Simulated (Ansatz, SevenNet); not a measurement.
## Hexagonal WC: properties by level of theory

Reference values: lattice constant a 2.906 Å (measured, 300 K, no zero-point or thermal correction; as tabulated in Wikipedia's data pages); lattice parameter c 2.837 Å (measured, 300 K, no zero-point or thermal correction; as tabulated in Wikipedia's data pages).

| level (code) | equilibrium lattice constant a (Å) | lattice parameter c (Å) |
|---|---|---|
| SevenNet-0 | 2.928 | 2.849 |
| SevenNet-l3i5 | 2.929 | … |
| PBE (Ansatz) | 2.922 | 2.846 |
| r²SCAN-D4 (Ansatz) | 2.907 | 2.832 |
| r²SCAN+rVV10 (Ansatz) | 2.907 | 2.833 |
| HSE06 (Ansatz) | 2.899 | 2.826 |

Task: Some entries are withheld; supply them.

Result: 
- SevenNet-l3i5, lattice parameter c (Å): 2.852

Differences from the reference values (errors of the level alone only where the reference is corrected to a static lattice):

| level | lattice constant a (%) | lattice parameter c (%) |
|---|---|---|
| SevenNet-0 | +0.76 | +0.42 |
| SevenNet-l3i5 | +0.79 | +0.53 |
| PBE | +0.55 | +0.32 |
| r²SCAN-D4 | +0.03 | -0.18 |
| r²SCAN+rVV10 | +0.03 | -0.14 |
| HSE06 | -0.24 | -0.39 |

Nearest: lattice constant a, not ranked (reference at room or unstated temperature); lattice parameter c, not ranked (reference at room or unstated temperature).

Machine-learned potentials (SevenNet-0, SevenNet-l3i5) are trained on DFT data: a solid inside that data is no test of them.

Caveats: exact exchange on metals is sensitive to the k mesh and can open a false gap (HSE06). Ansatz's density-functional and Hartree–Fock values are scalar-relativistic unless marked +SOC, with PAW data made under PBE.

Differences are worked out from the printed values.

Ansatz is a program for electronic structure.
